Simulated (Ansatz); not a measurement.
Cubic perovskite CsSnI3 (cubic high-temperature phase), treated with r²SCAN-D4 in Ansatz (PAW).

Settings: plane-wave cutoff 500 eV, 6×6×6 k mesh, Fermi–Dirac smearing 0.05 eV, scalar-relativistic PAW data made under PBE.

Cell (relaxed at this level):

Space group Pm-3m (No. 221); a = 6.192 Å, b = 6.192 Å, c = 6.192 Å, α = 90.00°, β = 90.00°, γ = 90.00°

| atom | site | symmetry | x | y | z |
|---|---|---|---|---|---|
| Cs | 1b | m-3m | 0.5000 | 0.5000 | 0.5000 |
| Sn | 1a | m-3m | 0.0000 | 0.0000 | 0.0000 |
| I | 3d | 4/mm.m | 0.0000 | 0.0000 | 0.5000 |

Predict the band gap.


- band gap: 0.39 eV (on the SCF k mesh)

Note: the relaxation could not lower the start's symmetry, so the cell can be a saddle point above a distorted one.

Spin–orbit coupling is not included; with these elements it can move the gap by several tenths of an eV or more.

Computing time: roughly 3 core-minutes.

Ansatz is a quantum-chemistry and plane-wave program.
